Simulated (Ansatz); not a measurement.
Worked example: self-consistent single point of AlAu (P4mm, 2 atoms in the cell) in Ansatz (a first-principles code).

Method of the run: LDA (PW92), default PAW files made with PBE (plane waves; Ansatz).

```xyz
2
Lattice="3.2143 0.0000 0.0000 0.0000 3.2143 0.0000 0.0000 0.0000 3.2143" Properties=species:S:1:pos:R:3 pbc="T T T"
Al     0.0000     0.0000     0.0500
Au     1.6071     1.6071     1.6071
```

Reference input (self-consistent single point, DFT, LDA (PW92), plane waves, default PAW files made with PBE): basis.ecutwfc = 420 eV; kpoints.mp_grid.grid = 10 10 10; hamiltonian.xc = lda; hamiltonian.pseudopotentials = {kind: paw} (the program's default PAW files); scf.occupations.method = gaussian; scf.occupations.width = 0.1 eV. This run's input differs from it in these lines:

Ansatz 0.2 input:
```diff
@@ -12,3 +12,4 @@
   mp_grid:
-    grid: [10, 10, 10]
+    grid: [7, 7, 7]
+    shift: [0.5, 0.5, 0.5]
 hamiltonian:
```

Log, with long lists cut:

```
SCF iter   1: F=—  HF=-13378.380114 eV  |F-HF|=—  |Δ(HF+E_count)|=         —  Δρ=5.87e-3  dr2=5.72e-3  ethr=1.77e-3  ⟨swp⟩=4.7  Hψ=2841  notcnv=0
all-band conjugate gradients solve this SCF's bands
preconditioner: auto → none
SCF iter   2: F=—  HF=-13378.379719 eV  |F-HF|=—  |Δ(HF+E_count)|=   3.95e-4  Δρ=3.08e-3  dr2=1.38e-3  ethr=2.60e-5  ⟨swp⟩=1.3  Hψ=956  notcnv=0
   [... lines left out ...]
SCF iter   5: F=—  HF=-13378.379499 eV  |F-HF|=—  |Δ(HF+E_count)|=   1.28e-5  Δρ=1.86e-5  dr2=5.03e-8  ethr=9.20e-9  ⟨swp⟩=2.1  Hψ=951  notcnv=0
SCF iter   6: F=-13378.379499 eV  HF=-13378.379499 eV  |F-HF|=1.84e-9  |Δ(HF+E_count)|=   1.16e-8  Δρ=5.39e-6  dr2=4.12e-9  ethr=2.28e-10  ⟨swp⟩=2.5  Hψ=2084  notcnv=0
the last iteration of the SCF fills more bands at one k-point than at another …
SCF 1 converged in 6 iterations: F = -13378.379499 eV  dr2 = 4.12e-9
Free energy (F): -13378.379499 eV
Internal energy: -13378.378413 eV  (E = F + TS)
E sigma→0 (E₀):  -13378.378956 eV
Entropy (-TS):   -0.001086 eV (-0.543 meV/atom)
Fermi energy:    15.074598 eV
--- Forces (eV/Å), atoms counted from 1 ---
  atom   1  Al     0.00000000     0.00000000    -0.06810865
  atom   2  Au    -0.00000000     0.00000000     0.06801492
--- Stress (GPa, compression-positive) ---
       -7.060226       0.000000       0.000000
        0.000000      -7.060226       0.000000
        0.000000       0.000000      -7.104249
  P = ⅓ Tr σ = -7.0749 GPa (-70.749 kbar)
  The stress holds the Pulay correction. Without it, at fixed plane waves, as pw.x and ABINIT print it: P = -7.1214 GPa
```

The run converged in 6 iterations. Against the reference run the free energy goes up by 2.2 meV/atom, the pressure moves little (-7.00 to -7.07 GPa) and the largest force goes from 0.058 to 0.068 eV/Å.

The starting cell comes from a database of computed structures (which also holds hypothetical and non-ambient phases and stackings), without a prior relaxation at this level. Its lattice was rescaled by up to half a per cent. One atom was moved a little off its site on purpose. Ansatz's pressure includes its estimate of the finite-basis (Pulay) stress.
